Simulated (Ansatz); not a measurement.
# Zr2PbC (space group P6_3/mmc, No. 194; a cell from a computed database, its experimental status unchecked)

```
Zr2PbC
1.0
    3.36944     0.00000     0.00000
   -1.68472     2.91802     0.00000
    0.00000     0.00000    14.77674
Zr Pb C
4 2 2
Cartesian
  1.68472   0.97267  13.55777
  0.00000   1.94535   1.21897
  0.00000   1.94535   6.16940
  1.68472   0.97267   8.60734
  1.68472   0.97267   3.69419
  0.00000   1.94535  11.08256
  0.00000   0.00000   0.00000
  0.00000   0.00000   7.38837
```

The values are results of Ansatz (a first-principles code) PBEsol, no spin-orbit coupling, not measurements. k-mesh 16×16×4 (Γ-centred); smearing 0.05 eV (Fermi–Dirac).

```yaml
volume_per_atom: 18.16 Å³
density: 9.18 g/cm³
band_gap: zero
total_energy: -5065.489 eV/atom (σ→0; compares only within this code and set-up)
```

No phonon test of stability was made. The final runs are not spin-polarised.
